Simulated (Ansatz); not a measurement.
Start from Rh in the fcc (Cu type) structure (space group Fm-3m, No. 225; a = 3.802 Å; relaxed with 0.1 eV smearing). Axes: x, y, z lie along the cube axes.

Level of theory: r2SCAN in Ansatz (plane waves to 500 eV, PAW, spin-orbit coupling left out).

Strains are applied to the cell and any free atomic positions relax; under biaxial strain the out-of-plane vector relaxes too.

One change was made to it. Results:

```tsv
quantity	base	after
energy relative to the base (free energy F)	0 meV/atom	+0.6 meV/atom
shortest interatomic distance	2.688 Å	2.677 Å
```

Problem. Which of these changes matches the shifts?
(A) strain tensor (xx, yy, zz, yz, xz, xy) = (+0.13, −0.36, −2.64, −0.50, +0.45, −1.31) %
(B) tensor shear ε_yz = +0.42 %
(C) biaxial strain −1.10 %, plane normal [110], relaxed out of plane
(D) biaxial strain +0.57 %, plane normal [001], relaxed out of plane
(E) isotropic strain −0.79 %

Solution. B, tensor shear ε_yz = +0.42 %. For comparison, the shortest interatomic distance in the other runs: biaxial strain +0.57 %, plane normal [001], relaxed out of plane gives 2.689 Å; isotropic strain −0.79 % gives 2.667 Å; strain tensor (xx, yy, zz, yz, xz, xy) = (+0.13, −0.36, −2.64, −0.50, +0.45, −1.31) % gives 2.635 Å; biaxial strain −1.10 %, plane normal [110], relaxed out of plane gives 2.659 Å.

No phonon test of stability was made. The final runs are not spin-polarised.

Ansatz is a first-principles code.
